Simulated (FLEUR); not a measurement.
A self-consistent single point of Zn2GeS3 (P3m1, 6 atoms in the cell) with FLEUR.

Level of theory: PBEsol, all-electron FLAPW (FLEUR), scalar-relativistic valence.

The change in words: lattice scaled by 0.98. Reference geometry:
```xyz
6
Lattice="3.8580 0.0000 0.0000 -1.9290 3.3411 0.0000 0.0000 0.0000 10.5329" Properties=species:S:1:pos:R:3 pbc="T T T"
Zn     1.9290     1.1137     3.7027
Zn     0.0000     2.2274     6.8274
Ge     0.0000     0.0000    10.5327
S      0.0000     0.0000     2.9985
S      1.9290     1.1137     6.1561
S      0.0000     2.2274     9.2810
```

Reference input (self-consistent single point, DFT, PBEsol, all-electron FLAPW (FLEUR), scalar-relativistic valence): Kmax = 4.1 1/bohr; GmaxXC = 16.4 1/bohr; xcFunctional = PBEs; jspins = 1; l_soc = F; mode = hist; fermiSmearingEnergy = 0.0001 Htr; mesh (inpgen div1-3) = 9 9 3; inpgen gamma flag = false; Gmax = 16.4 1/bohr; numbands = 0; maxIterBroyd = 99. This run's input differs from it in these lines:

```diff
@@ -3,6 +3,6 @@
 &input film=f /
-1.0000000000 0.0000000114 0.0000000000
--0.5000000099 0.8660253981 0.0000000000
-0.0000000000 0.0000000000 2.7301285420
-7.2906008251
+1.0000000000 0.0000000286 0.0000000000
+-0.5000000248 0.8660253895 0.0000000000
+0.0000000000 0.0000000000 2.7301284030
+7.1447890338
 1.0 1.0 1.0
@@ -48,5 +48,5 @@
          <bravaisMatrix>
-            <row-1>    7.2906008251000003     0.0000000831128494     0.0000000000000000</row-1>
-            <row-2>   -3.6453004847269486     6.3138454819454166     0.0000000000000000</row-2>
-            <row-3>    0.0000000000000000     0.0000000000000000    19.9042774009342622</row-3>
+            <row-1>    7.1447890338000004     0.0000002043409664     0.0000000000000000</row-1>
+            <row-2>   -3.5723946940907685     6.1875687058919739     0.0000000000000000</row-2>
+            <row-3>    0.0000000000000000     0.0000000000000000    19.5061914746203087</row-3>
          </bravaisMatrix>
```

Log, with long lists cut:

```
 Iteration:     1   Distance:       9.86962426 me/bohr^3
 Iteration:     2   Distance:       8.65445558 me/bohr^3
 Iteration:     3   Distance:       5.03476110 me/bohr^3
 Iteration:     4   Distance:       2.92578304 me/bohr^3
 Iteration:     5   Distance:       2.02068343 me/bohr^3
   [... 12 lines left out ...]
 Iteration:    18   Distance:       0.00023072 me/bohr^3
 Iteration:    19   Distance:       0.00004356 me/bohr^3
 Iteration:    20   Distance:       0.00002089 me/bohr^3
 Iteration:    21   Distance:       0.00000903 me/bohr^3
 Reset of history
 Run finished successfully
 Stop message:
   Structural relaxation: new displacements generated

[file out, last iteration]
             iter=     22
[...]
          total density-effective poten   -1.0931051395E+04
          total charge density-energy d   -2.9365525680E+02
 Updated energy parameters for spin:           1
[...]
 fermi energy and band-weighting factors:
    0.552917    0.563776    0.590633

[...]
FERMIE:
          first approx. to ef    (T=0)  :   0.175223 htr   (energy of the highest occ. eigenvalue)
          number of occ. states  (T=0)  :        868
          first approx. to seigv (T=0)  :  -9.349758 htr
          sum of weights of occ. states :  28.000000
          sum of semicore charge        :   0.000000 e
FERHIS:  Fermi-Energy by histogram:
          bandgap                     :   0.038506 htr
   [... lines left out ...]
          charge neutrality (T=0)     :   0.000000    (zero if the highest occ. eigenvalue is "entirely" occupied)
 Direct bandgap for spin            1 :    4.9859213066502345E-002  Htr
 ---->    free energy=                     -6882.8080795120 htr
   [... lines left out ...]
 TOTAL FORCE FOR ATOM TYPE=  4  X=  0.000   Y=  0.000   Z=  5.553
                       FX_TOT= 0.000000 FY_TOT= 0.000000 FZ_TOT=-0.000737
 TOTAL FORCE FOR ATOM TYPE=  5  X= -3.572   Y=  2.063   Z= -8.106
                       FX_TOT= 0.000000 FY_TOT= 0.000000 FZ_TOT=-0.002644
 TOTAL FORCE FOR ATOM TYPE=  6  X=  3.572   Y= -2.063   Z= -2.319
                       FX_TOT= 0.000000 FY_TOT= 0.000000 FZ_TOT=-0.017671
```

The run converged in 21 iterations. FLEUR gives forces in its relaxation mode, with a further iteration, so its stop message speaks of a relaxation. 

The starting cell comes from a database of computed structures (which also holds hypothetical and non-ambient phases and stackings), without a prior relaxation at this level. For this run, on top of that: lattice scaled by 0.98. Values depend on the basis (sphere radii, cutoffs, local orbitals), which need not be converged.

These are the values that this program gave, and no reference: the default basis lacks the next d shell.

Cost on one core of a shared machine: roughly 8 min.
